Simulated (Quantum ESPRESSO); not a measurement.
A self-consistent single point of Sb (P-1, 14 atoms in the cell) with Quantum ESPRESSO.

Level of theory: LDA (PZ), PSlibrary ultrasoft (LDA) pseudopotentials (plane waves; Quantum ESPRESSO).

```yaml
crystal:
  lattice:
    - [6.84618, 0.00000, 0.00000]
    - [-1.88759, 8.43160, 0.00000]
    - [-0.32993, -3.74708, 8.03604]
  atoms:
    - { symbol: Sb, position: [0.00000, 0.00000, 0.00000] }
    - { symbol: Sb, position: [0.00000, 0.50000, 0.00000] }
    - { symbol: Sb, position: [0.50000, 0.50000, 0.50000] }
    - { symbol: Sb, position: [0.50000, 0.00000, 0.50000] }
    - { symbol: Sb, position: [0.22572, 0.74860, 0.61388] }
    - { symbol: Sb, position: [0.77428, 0.25140, 0.38612] }
    - { symbol: Sb, position: [0.69177, 0.64806, 0.86825] }
    - { symbol: Sb, position: [0.30823, 0.35194, 0.13175] }
    - { symbol: Sb, position: [0.17307, 0.15007, 0.38663] }
    - { symbol: Sb, position: [0.82693, 0.84993, 0.61337] }
    - { symbol: Sb, position: [0.81505, 0.80931, 0.25422] }
    - { symbol: Sb, position: [0.18495, 0.19069, 0.74578] }
    - { symbol: Sb, position: [0.34021, 0.80904, 0.95781] }
    - { symbol: Sb, position: [0.65979, 0.19096, 0.04219] }
```

Reference input (self-consistent single point, DFT, LDA (PZ), plane waves, PSlibrary ultrasoft (LDA) pseudopotentials): ecutwfc = 30 Ry; ecutrho = 180 Ry; occupations = smearing; smearing = mp; degauss = 0.0073499 Ry; potentials = {Sb: Sb.pz-n-rrkjus_psl.1.0.0.UPF}; K_POINTS = automatic 3 3 3 0 0 0; conv_thr = 1e-10 Ry. This run's input differs from it in these lines:

```diff
@@ -39,3 +39,3 @@
 K_POINTS {automatic}
-3 3 3  0 0 0
+6 5 5  0 0 0
 CELL_PARAMETERS {angstrom}
```

Log, with long lists cut:

```
     Self-consistent Calculation

     iteration #  1     ecut=    30.00 Ry     beta= 0.70

     Threshold (ethr) on eigenvalues was too large:
     Diagonalizing with lowered threshold

     total energy              =    -279.83693620 Ry
     estimated scf accuracy    <       0.03896803 Ry

     iteration #  2     ecut=    30.00 Ry     beta= 0.70

     total energy              =    -279.83582578 Ry
     estimated scf accuracy    <       0.00930759 Ry

     iteration #  3     ecut=    30.00 Ry     beta= 0.70
     c_bands:  1 eigenvalues not converged
     c_bands:  1 eigenvalues not converged

     total energy              =    -279.83624531 Ry
     estimated scf accuracy    <       0.02042286 Ry

   [... 13 blocks of this kind left out ...]

     iteration # 17     ecut=    30.00 Ry     beta= 0.70

     total energy              =    -279.84011304 Ry
     estimated scf accuracy    <          1.9E-10 Ry

     iteration # 18     ecut=    30.00 Ry     beta= 0.70
     End of self-consistent calculation

     the Fermi energy is     5.1775 ev

!    total energy              =    -279.84011304 Ry
     estimated scf accuracy    <          2.5E-11 Ry
     smearing contrib. (-TS)   =      -0.00007930 Ry
     internal energy E=F+TS    =    -279.84003374 Ry

     convergence has been achieved in  18 iterations

     Forces acting on atoms (cartesian axes, Ry/au):

     atom    1 type  1   force =     0.00000000    0.00000000    0.00000000
     atom    2 type  1   force =     0.00000000    0.00000000    0.00000000
     atom    3 type  1   force =     0.00000000    0.00000000    0.00000000
     atom    4 type  1   force =     0.00000000    0.00000000    0.00000000
     atom    5 type  1   force =     0.00547121   -0.00529279    0.00183780
   [... lines left out ...]

     Total force =     0.030671     Total SCF correction =     0.000006

          total   stress  (Ry/bohr**3)                   (kbar)     P=      -36.53
  -0.00025659   0.00000849   0.00000416          -37.75        1.25        0.61
   0.00000849  -0.00025208   0.00001391            1.25      -37.08        2.05
   0.00000416   0.00001391  -0.00023628            0.61        2.05      -34.76

   JOB DONE.
```

The run converged in 18 iterations. Against the reference run the free energy drops by 13.2 meV/atom, the pressure goes from -3.49 to -3.65 GPa and the largest force goes from 0.369 to 0.322 eV/Å. The full log also holds: “c_bands:  2 eigenvalues not converged”.

The starting cell comes from a database of computed structures (which also holds hypothetical and non-ambient phases and stackings), without a prior relaxation at this level. Spin-orbit coupling is off. With a pressure of about -4 GPa the cell is away from its equilibrium volume at this level.

Cost on one core of a shared machine: roughly 20 min.
